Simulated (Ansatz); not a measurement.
## Pressure series in Pd

Take Pd in the fcc (Cu type) structure (space group Fm-3m, No. 225; a = 3.943 Å) as the base.

Cell and atoms are relaxed at each pressure.

All numbers come from PBE (Ansatz, a first-principles code, PAW, no spin-orbit coupling), earlier PAW set.

```tsv
P (GPa)	V (Å³/atom)
-2.01	15.512
-1.01	15.415
0.30	15.294
0.70	15.258
1.50	15.188
3.01	15.062
5.01	14.904
7.51	14.720
10.01	14.550
```

### Question
Fit a third-order Birch–Murnaghan equation of state.

### Answer
Least squares on P(V) = (3B₀/2)[(V₀/V)^(7/3) − (V₀/V)^(5/3)]·[1 + (3/4)(B₀′ − 4)((V₀/V)^(2/3) − 1)] gives V₀ = 15.32 Å³/atom, B₀ = 168 GPa and B₀′ = 5.5.

Load acts through the strain it causes; cell and atoms are relaxed under it. Whether these cells are dynamically stable was not tested. Competing high-pressure phases were not computed. The final runs are not spin-polarised.
